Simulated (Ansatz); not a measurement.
A periodic model of amorphous Sr18Ti18O54:

```xyz
90
Lattice="10.9360 -0.0181 -0.2599 -0.0181 10.7238 -0.0474 -0.2599 -0.0474 10.9352" Properties=species:S:1:pos:R:3 pbc="T T T"
Sr     9.8020     0.3083     6.0224
Sr     5.3013     0.5290    -0.0933
Sr     0.2257     3.3697     6.9164
Sr     9.3752     9.7362     2.0986
Sr     2.8410     9.3100     8.7712
Sr     6.8098     7.9088     9.8510
Sr    10.5918     7.4775     4.3141
Sr     7.1606     8.4328     5.4191
Sr     3.6489     2.3973     6.1860
Sr     0.7340     1.2010     9.9665
Sr     3.8505     6.4768    10.7500
Sr     5.2879     5.2566     3.4792
Sr     3.4066     8.5522     5.2550
Sr     3.5875     2.3237     2.2260
Sr     0.1275     3.3017     1.8373
Sr    10.6292     6.6154    10.5394
Sr     9.0598    10.3638     9.4044
Sr     8.7236     5.8733     7.6728
Ti     1.9537     6.2313     7.6985
Ti    10.7069     8.2971     7.6006
Ti     1.4871     0.5344     4.2602
Ti     6.0134     4.0934     0.4289
Ti     2.8108     3.4615     9.7407
Ti     7.5694     2.0979     3.9355
Ti     8.2993     6.4757     1.9815
Ti     5.9821     3.5005     8.5245
Ti     4.5786     8.8948     2.0978
Ti     6.0433     0.0322     7.5210
Ti     8.8846     3.0284     9.2436
Ti     5.3677     0.1824     4.1143
Ti     8.0476     1.7891     0.7961
Ti     9.2363     4.3033     4.1816
Ti     1.8587     4.8393     4.3030
Ti     5.1507     6.2330     7.1602
Ti     2.0937     7.0414     2.5074
Ti     1.7050     9.4428     0.8258
O      7.3848     0.1974     4.1966
O      2.3713     5.2028     9.2901
O      9.5804     5.2200     2.4693
O      9.7405     4.5240     9.5924
O      9.8412     1.9044     8.1477
O      9.3754     8.0118     8.9220
O      5.6160     2.0131     4.3227
O      4.4332     4.4233     1.1394
O      8.3017     7.6718     3.3445
O      3.3710     0.3097     4.5779
O      2.1812     2.4760     8.3830
O      5.8590     5.1371     9.7195
O      3.3199     3.8374     4.1768
O      0.2059     6.3567     8.2196
O      5.3090     8.6444     0.4616
O      1.1234     1.4935     5.7475
O      9.4350     5.4796     5.4525
O      6.6915     7.0756     7.5537
O      7.7625     0.0604     0.4149
O      4.8786     0.1363     2.2948
O      7.1530     2.7675    10.1544
O      3.9797     7.0135     2.2095
O      8.9762     2.5104     5.0715
O      3.7883     7.0850     8.0870
O      8.8357     1.9156     2.4753
O      5.2618    10.0876     5.9644
O      7.7550    10.3751     7.3700
O      6.7917     5.5493     1.4385
O      4.9778     4.3653     7.2090
O      1.8170     7.9518    10.6577
O      2.6823     9.1423     2.4644
O      1.3842     1.5007     2.7671
O      5.0234     6.7026     5.4534
O      0.5172     7.8259     2.0497
O      1.7088     5.2354     2.3579
O      5.3019     9.8244     8.8440
O      1.9716     5.0431     6.3231
O      0.2833     9.9950     8.3416
O      0.2946     3.9151     4.3654
O      2.8065    10.6201    -0.0794
O      8.7639     7.5077     0.6136
O      5.5633     1.7892     7.7410
O      0.0748    10.1416     0.5312
O      0.1279     9.9827     4.2613
O      2.0896     2.9912     0.2088
O      6.3849     2.4983     1.4751
O      1.6174     8.0111     7.0012
O      7.6822     3.7249     7.8739
O      9.7229     2.0335    -0.1090
O      7.4288     4.0607     3.8365
O      4.5882     2.8769     9.9618
O      1.9954     6.8056     4.3226
O      9.6039     8.4656     6.2039
O      5.4503     8.8691     3.6820
```

Level of theory: PBE, scalar-relativistic without spin-orbit coupling (plane waves to 420 eV, PAW; Ansatz, a first-principles code).

Preparation: random packing, a CHGNet melt and quench, and a DFT relaxation. O atoms were pushed apart under 1.9 Å during the dynamics, to hinder bonds among them. The hot cell started wider than the set density and was brought back towards it in steps. It is the lowest in DFT energy of 4 quenches. It is a model cell: composition and starting density were chosen by hand, and all elements were melted together. No dispersion term was used. Its density started from a set value of 4.28 and ended at 4.28 g/cm³. Cooling (nominally 200 K/ps over its main leg) ran many orders faster than in experiment, which tends to leave more defects and strain. Values belong to this one cell and scatter from quench to quench. The volume was held where the preparation left it and the shape relaxed, at a PBE pressure of 4.4 GPa. Stress components on the final sampling reach 4.5 GPa.

Neighbours within Sr-Sr 4.18 Å, Sr-Ti 3.65 Å, Sr-O 3.22 Å, Ti-Ti 3.12 Å, Ti-O 2.46 Å, O-O 1.58 Å count as bonded. Two cations that share two anions don't count as bonded, nor two that share one unless they lie closer than Sr-Sr 4.07 Å, Sr-Ti 3.55 Å, Ti-Ti 3.04 Å.

Give the coordination numbers, mean bond lengths and angles.


```json
{
 "Mean coordination of Sr by anions": "7.22 (4 with 6, 6 with 7, 8 with 8); 16 close contacts or bonds to cations besides",
 "Mean coordination of Ti by anions": "4.89 (5 with 4, 10 with 5, 3 with 6); 10 close contacts or bonds to cations besides",
 "Mean coordination of O": "4.04 (9 with 3, 34 with 4, 11 with 5)",
 "Mean Sr-O bond": "2.612 Å (spread 0.192 Å, 130 counted)",
 "Mean Ti-O bond": "1.914 Å (spread 0.117 Å, 88 counted)",
 "Mean Sr-Ti close contact": "3.458 Å (spread 0.057 Å, 10 counted)",
 "Mean Sr-Sr close contact": "3.643 Å (spread 0.228 Å, 3 counted)",
 "Bond angle at Sr": "mean 98.6°, spread 32.1°",
 "Bond angle at Ti": "mean 103.4°, spread 27.7°",
 "Bond angle at O": "mean 108.3°, spread 23.1°"
}
```

List the pairs of like atoms that count as bonded by the rules above.

Sr3-Sr18 (3.65 Å), Sr6-Sr17 (3.36 Å), Sr15-Sr16 (3.92 Å).
